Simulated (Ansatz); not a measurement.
**BeSe: pressure series**

The reference is BeSe in the zinc blende structure (space group F-43m, No. 216; a = 5.178 Å).

Cell and atoms are relaxed at each pressure.

Calculations: plane-wave PAW DFT at the PBE level (Ansatz, a quantum-chemistry and plane-wave program, 420 eV), spin-orbit coupling left out.

Notes on the quantities. hole mass: degenerate bands, along [100].

| change | electron mass | hole mass | band gap |
|---|---|---|---|
| base | 0.90 mₑ along k, 0.27 mₑ across (at X) | 0.24, 0.48, 0.48 mₑ (at Γ) | 2.67 eV |
| pressure −2 GPa | 0.91 mₑ along k, 0.28 mₑ across (at X) | 0.23, 0.50, 0.50 mₑ (at Γ) | 2.73 eV |
| pressure −1 GPa | 0.90 mₑ along k, 0.27 mₑ across (at X) | 0.23, 0.49, 0.49 mₑ (at Γ) | 2.70 eV |
| pressure 3 GPa | 0.87 mₑ along k, 0.26 mₑ across (at X) | 0.24, 0.46, 0.46 mₑ (at Γ) | 2.59 eV |
| pressure 7 GPa | 0.85 mₑ along k, 0.26 mₑ across (at X) | 0.25, 0.44, 0.44 mₑ (at Γ) | 2.50 eV |
| pressure 15 GPa | 0.82 mₑ along k, 0.25 mₑ across (at X) | 0.26, 0.40, 0.40 mₑ (at Γ) | 2.32 eV |
| pressure 30 GPa | 0.79 mₑ along k, 0.23 mₑ across (at X) | 0.27, 0.35, 0.35 mₑ (at Γ) | 2.03 eV |
| pressure 50 GPa | 0.77 mₑ along k, 0.22 mₑ across (at X) | 0.28, 0.30, 0.30 mₑ (at Γ) | 1.70 eV |
| pressure 75 GPa | 0.75 mₑ along k, 0.21 mₑ across (at X) | 0.27, 0.27, 0.30 mₑ (at Γ) | 1.36 eV |
| pressure 100 GPa | 0.75 mₑ along k, 0.20 mₑ across (at X) | 0.24, 0.24, 0.30 mₑ (at Γ) | 1.06 eV |

Load acts through the strain it causes; cell and atoms are relaxed under it. Effective masses come from finite differences of ±0.01 Å⁻¹. Along k means along the line from Γ to the band edge. Whether these cells are dynamically stable was not tested. No other phases were tried under pressure.
